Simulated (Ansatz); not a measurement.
A computed series for Pd: response to strain

The reference is Pd in the fcc (Cu type) structure (space group Fm-3m, No. 225; a = 3.9104 Å; relaxed with 0.1 eV smearing). Axes: x, y, z lie along the cube axes.

Strains are applied to the cell and any free atomic positions relax; under biaxial strain the out-of-plane vector relaxes too.

All numbers come from r2SCAN (Ansatz, a quantum-chemistry and plane-wave program; PAW; 500 eV plane waves; scalar-relativistic without spin-orbit coupling).

Notes on the quantities. energy relative to the base: free energy F; pressure: mean of the normal stresses, compression positive.

| variant | energy relative to the base | pressure | volume per atom |
|---|---|---|---|
| base | 0 meV/atom | 0.0 GPa | 14.95 Å³ |
| biaxial strain +0.42 %, plane normal [111], relaxed out of plane | +0.5 meV/atom | -0.8 GPa | 15.01 Å³ |
| biaxial strain +0.83 %, plane normal [111], relaxed out of plane | +1.8 meV/atom | -1.5 GPa | 15.08 Å³ |
| biaxial strain +1.25 %, plane normal [111], relaxed out of plane | +3.9 meV/atom | -2.2 GPa | 15.14 Å³ |
| biaxial strain +1.67 %, plane normal [111], relaxed out of plane | +6.9 meV/atom | -2.8 GPa | 15.21 Å³ |
| biaxial strain +2.08 %, plane normal [111], relaxed out of plane | +11 meV/atom | -3.4 GPa | 15.27 Å³ |
| biaxial strain +2.50 %, plane normal [111], relaxed out of plane | +15 meV/atom | -4.0 GPa | 15.34 Å³ |

Whether these cells are dynamically stable was not tested. All final runs are without spin polarisation. Pd lies near a magnetic instability that expansion can trigger; it was not tested. Pd has a high density of states at the Fermi level and may be magnetic at this level.
